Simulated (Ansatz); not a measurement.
Data:

End structure of a constructed model of the (111) surface of fcc Au, a pseudomorphic layer of In in the host's stacking (bottom of the slab: a bare face, its two planes held):

```yaml
crystal:
  lattice:
    - [2.93959, 0.00000, 0.00000]
    - [-1.46980, 2.54576, 0.00000]
    - [0.00000, 0.00000, 30.50000]
  atoms:
    - { symbol: Au, position: [0.33333, 0.66667, 0.26472] }
    - { symbol: Au, position: [0.66667, 0.33333, 0.34341] }
    - { symbol: Au, position: [0.00000, 0.00000, 0.42200] }
    - { symbol: Au, position: [0.33333, 0.66667, 0.50083] }
    - { symbol: Au, position: [0.66667, 0.33333, 0.57996] }
    - { symbol: Au, position: [0.00000, 0.00000, 0.66085] }
    - { symbol: In, position: [0.33333, 0.66667, 0.74558] }
```

Model: 7-atom slab, 14.4 Å thick at the start, 15x15x1 mesh, Fermi-Dirac 0.1 eV, dipole correction, 2 atoms held, the rest relaxed; symmetry of the start imposed; no spin, no spin-orbit, no U. In PBE it is, or lies within 0.01 eV a 1x1 cell of, the lowest of the 2 structures of its composition computed so far; larger cells were not tried.

Question: Predict the work function of the top face from PBE (Ansatz, an electronic-structure program).

Answer: 3.74 eV
